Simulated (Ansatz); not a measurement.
Start from GaN in the zinc blende structure (space group F-43m, No. 216).

```
CELL_PARAMETERS angstrom
      0.00000     2.27425     2.27425
      2.27425     0.00000     2.27425
      2.27425     2.27425     0.00000
ATOMIC_POSITIONS crystal
  Ga 0.00000 0.00000 0.00000
  N  0.25000 0.25000 0.25000
```

Cartesian axes are those of the cell as printed.

Method: PBE (Ansatz, a quantum-chemistry and plane-wave program, PAW, no spin-orbit coupling).

Modification: every lattice vector is shortened by 3.00 %; the atoms relax in the strained cell.

Problem. Predict the stress tensor and what it implies for the stiffness.

Solution. Stress of the strained cell less that of the base (GPa, compression positive):
```
  19.23    0.00    0.00
   0.00   19.23    0.00
   0.00    0.00   19.23
```

Then B = −ΔP/(ΔV/V₀) with ΔV/V₀ = -0.0873 gives secant stiffness values (nonlinear terms included at this strain): B ≈ 220 GPa.

As a check, the harmonic strain energy −½ V₀ Δσ:ε is 64 meV/atom; the computed energy rise is 57 meV/atom.

No phonon test of stability was made. This is not the structure that GaN has at room temperature and ambient pressure.
